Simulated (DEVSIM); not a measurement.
System: abrupt Si p-n junction, at 350 K.

```csv
layer (left to right),material,thickness (μm),Nd (cm⁻³),Na (cm⁻³),τn (s),τp (s)
1,Si,0.850,-,1.1e15,1.7e-5,1.7e-5
2,Si,180,1.1e14,-,1.7e-5,1.7e-5
```

Left contact: ohmic. Right contact: ohmic. Voltage is applied to the left contact. Recombination: SRH at mid-gap. Mobility is μmin + (μ − μmin)/(1 + (N/Nref)^α).

Constants are typed, rounded textbook-type inputs, not results; the design itself was drawn at random and stands for no fabricated device. Values at 300 K; Nc and Nv go as T^1.5, mobilities as T to minus their exponent, the gap by Varshni's rule with the affinity fixed.

```tsv
parameter	Si
gap (eV)	1.124
affinity (eV)	4.05
permittivity	11.7
Nc (cm⁻³)	2.86e19
Nv (cm⁻³)	3.1e19
μn (cm²/Vs)	1417
μp (cm²/Vs)	470
μn,min	52
μp,min	45
Nref,n	9.7e16
Nref,p	2.2e17
αn	0.68
αp	0.72
T exponent of μn	2.3
T exponent of μp	2.2
Varshni α (eV/K)	0.000473
Varshni β (K)	636
```

Model (solved in DEVSIM): 1D drift-diffusion, Boltzmann statistics, complete ionisation; no tunnelling, impact ionisation, image-force lowering or self-heating.

Q: Tabulate band edges, carrier densities and field at zero bias.

A: Energies count from the Fermi level of the right contact; mesh points crowd at the junctions.

```json
[
 {"x (μm)": "0.000", "Ec (eV)": "0.795", "Ev (eV)": "-0.316", "n (cm⁻³)": "1.3e8", "p (cm⁻³)": "1.1e15", "field (V/cm)": "-22"},
 {"x (μm)": "0.03869", "Ec (eV)": "0.795", "Ev (eV)": "-0.316", "n (cm⁻³)": "1.3e8", "p (cm⁻³)": "1.1e15", "field (V/cm)": "-23"},
 {"x (μm)": "0.1361", "Ec (eV)": "0.794", "Ev (eV)": "-0.316", "n (cm⁻³)": "1.3e8", "p (cm⁻³)": "1.1e15", "field (V/cm)": "-35"},
 {"x (μm)": "0.3813", "Ec (eV)": "0.792", "Ev (eV)": "-0.319", "n (cm⁻³)": "1.4e8", "p (cm⁻³)": "1.0e15", "field (V/cm)": "-190"},
 {"x (μm)": "0.7278", "Ec (eV)": "0.765", "Ev (eV)": "-0.346", "n (cm⁻³)": "3.5e8", "p (cm⁻³)": "4.1e14", "field (V/cm)": "-1900"},
 {"x (μm)": "0.8168", "Ec (eV)": "0.743", "Ev (eV)": "-0.367", "n (cm⁻³)": "7.1e8", "p (cm⁻³)": "2.0e14", "field (V/cm)": "-3000"},
 {"x (μm)": "0.8531", "Ec (eV)": "0.731", "Ev (eV)": "-0.379", "n (cm⁻³)": "1.1e9", "p (cm⁻³)": "1.3e14", "field (V/cm)": "-3500"},
 {"x (μm)": "0.9262", "Ec (eV)": "0.707", "Ev (eV)": "-0.404", "n (cm⁻³)": "2.4e9", "p (cm⁻³)": "6.0e13", "field (V/cm)": "-3200"},
 {"x (μm)": "1.093", "Ec (eV)": "0.656", "Ev (eV)": "-0.455", "n (cm⁻³)": "1.3e10", "p (cm⁻³)": "1.1e13", "field (V/cm)": "-2900"},
 {"x (μm)": "1.536", "Ec (eV)": "0.545", "Ev (eV)": "-0.566", "n (cm⁻³)": "5.1e11", "p (cm⁻³)": "2.8e11", "field (V/cm)": "-2100"},
 {"x (μm)": "2.717", "Ec (eV)": "0.404", "Ev (eV)": "-0.707", "n (cm⁻³)": "5.5e13", "p (cm⁻³)": "2.6e9", "field (V/cm)": "-440"},
 {"x (μm)": "7.808", "Ec (eV)": "0.383", "Ev (eV)": "-0.728", "n (cm⁻³)": "1.1e14", "p (cm⁻³)": "1.3e9", "field (V/cm)": "≈ 0"},
 {"x (μm)": "19.42", "Ec (eV)": "0.383", "Ev (eV)": "-0.728", "n (cm⁻³)": "1.1e14", "p (cm⁻³)": "1.3e9", "field (V/cm)": "≈ 0"},
 {"x (μm)": "50.34", "Ec (eV)": "0.383", "Ev (eV)": "-0.728", "n (cm⁻³)": "1.1e14", "p (cm⁻³)": "1.3e9", "field (V/cm)": "≈ 0"},
 {"x (μm)": "135.9", "Ec (eV)": "0.383", "Ev (eV)": "-0.728", "n (cm⁻³)": "1.1e14", "p (cm⁻³)": "1.3e9", "field (V/cm)": "≈ 0"},
 {"x (μm)": "164.0", "Ec (eV)": "0.383", "Ev (eV)": "-0.728", "n (cm⁻³)": "1.1e14", "p (cm⁻³)": "1.3e9", "field (V/cm)": "≈ 0"},
 {"x (μm)": "174.8", "Ec (eV)": "0.383", "Ev (eV)": "-0.728", "n (cm⁻³)": "1.1e14", "p (cm⁻³)": "1.3e9", "field (V/cm)": "≈ 0"},
 {"x (μm)": "178.6", "Ec (eV)": "0.383", "Ev (eV)": "-0.728", "n (cm⁻³)": "1.1e14", "p (cm⁻³)": "1.3e9", "field (V/cm)": "≈ 0"},
 {"x (μm)": "180.2", "Ec (eV)": "0.383", "Ev (eV)": "-0.728", "n (cm⁻³)": "1.1e14", "p (cm⁻³)": "1.3e9", "field (V/cm)": "≈ 0"},
 {"x (μm)": "180.6", "Ec (eV)": "0.383", "Ev (eV)": "-0.728", "n (cm⁻³)": "1.1e14", "p (cm⁻³)": "1.3e9", "field (V/cm)": "≈ 0"},
 {"x (μm)": "180.8", "Ec (eV)": "0.383", "Ev (eV)": "-0.728", "n (cm⁻³)": "1.1e14", "p (cm⁻³)": "1.3e9", "field (V/cm)": "≈ 0"},
 {"x (μm)": "180.8", "Ec (eV)": "0.383", "Ev (eV)": "-0.728", "n (cm⁻³)": "1.1e14", "p (cm⁻³)": "1.3e9", "field (V/cm)": "≈ 0"}
]
```
